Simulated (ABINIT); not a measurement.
Input and output of a self-consistent single point for MgSc (Pm-3m, 2 atoms in the cell) (ABINIT).

Method of the run: PBEsol, PAW (JTH v2.0 PBE PAW, files made for PBE) (plane waves; ABINIT).

```
MgSc
1.0
    3.66694     0.00000     0.00000
    0.00000     3.66694     0.00000
    0.00000     0.00000     3.66694
Mg Sc
1 1
Direct
  0.00000   0.00000   0.00000
  0.50000   0.50000   0.50000
```

Reference input (self-consistent single point, DFT, LDA (PW92), plane waves, PAW (JTH v2.0 LDA PAW)): pseudos = [Mg.LDA_PW-JTH.xml, Sc.LDA_PW-JTH.xml]; ecut = 30 Ha; pawecutdg = 60 Ha; pawxcdev = 0; occopt = 3; tsmear = 0.1 eV; ngkpt = 12 12 12; nshiftk = 1; shiftk = 0 0 0; potentials = JTH v2.0 LDA PAW; nband = 16; kptopt = 1. This run's input differs from it in these lines:

```diff
@@ -1,4 +1,4 @@
-# MgSc, JTH v2.0 LDA PAW
+# MgSc, JTH v2.0 PBE PAW
 pp_dirpath "./"
-pseudos "Mg.LDA_PW-JTH.xml, Sc.LDA_PW-JTH.xml"
+pseudos "Mg.GGA_PBE-JTH.xml, Sc.GGA_PBE-JTH.xml"
 acell 6.9295123154 6.9295123154 6.9295123154
@@ -18,2 +18,3 @@
 pawxcdev 0
+ixc -116133
 occopt 3
```

Its files differ too (potentials: JTH v2.0 LDA PAW → JTH v2.0 PBE PAW).

The program printed (abridged):

```
--- !BeginCycle
solver: {iscf: 17, nstep: 60, nline: 4, wfoptalg: 10, }
tolerances: {tolvrs: 1.00E-11, }
...

     iter   Etot(hartree)      deltaE(h)  residm     nres2
 ETOT  1  -105.95534557495    -1.060E+02 1.933E+01 7.566E+01
 ETOT  2  -110.72848530795    -4.773E+00 7.507E-01 9.620E+01
 ETOT  3  -110.54094406781     1.875E-01 1.262E-01 3.322E+01
 ETOT  4  -110.44363141604     9.731E-02 1.694E-01 8.605E+00
 ETOT  5  -110.41780272411     2.583E-02 1.113E-01 2.077E+00
   [... 16 lines left out ...]
 ETOT 22  -110.41063638858     5.245E-11 3.684E-05 2.308E-10
 ETOT 23  -110.41063638858    -2.473E-12 3.975E-05 4.330E-11
 ETOT 24  -110.41063638858     7.958E-13 2.909E-05 1.733E-11
 ETOT 25  -110.41063638858     2.842E-13 1.573E-05 3.529E-13
 At SCF step   25       nres2   =  3.53E-13 < tolvrs=  1.00E-11 =>converged.

 Cartesian components of stress tensor (hartree/bohr^3)
  sigma(1 1)=  1.27326994E-04  sigma(3 2)=  0.00000000E+00
  sigma(2 2)=  1.27326994E-04  sigma(3 1)=  0.00000000E+00
  sigma(3 3)=  1.27326994E-04  sigma(2 1)=  0.00000000E+00

 ----iterations are completed or convergence reached----

 reduced coordinates (array xred) for    2 atoms
       0.000000000000      0.000000000000      0.000000000000
       0.500000000000      0.500000000000      0.500000000000
 cartesian forces (eV/Angstrom) at end:
    1     -0.00000000000000    -0.00000000000000    -0.00000000000000
    2     -0.00000000000000    -0.00000000000000    -0.00000000000000
 frms,max,avg= 0.0000000E+00 0.0000000E+00   0.000E+00  0.000E+00  0.000E+00 e/A
   [... lines left out ...]
 Fermi (or HOMO) energy (hartree) =   0.18351   Average Vxc (hartree)=  -0.32761
   [... lines left out ...]
'-kT*entropy'       : -2.93938547127099E-03
total_energy        : -1.10410636864055E+02
total_energy_eV     : -3.00442622193488E+03
...

-Cartesian components of stress tensor (GPa)         [Pressure= -3.7461E+00 GPa]
- sigma(1 1)=  3.74608888E+00  sigma(3 2)=  0.00000000E+00
- sigma(2 2)=  3.74608888E+00  sigma(3 1)=  0.00000000E+00
- sigma(3 3)=  3.74608888E+00  sigma(2 1)=  0.00000000E+00

 Calculation completed.
```

The run converged in 25 iterations. Against the reference run the pressure goes from -5.54 to -3.75 GPa.

The starting cell comes from a database of computed structures (which also holds hypothetical and non-ambient phases and stackings), without a prior relaxation at this level. Its lattice was rescaled by a random factor within 2.5 % of one. The potentials were made for another functional than the one used. With a pressure of about -4 GPa the cell is away from its equilibrium volume at this level.

Cost on one core of a shared machine: roughly 3 min.
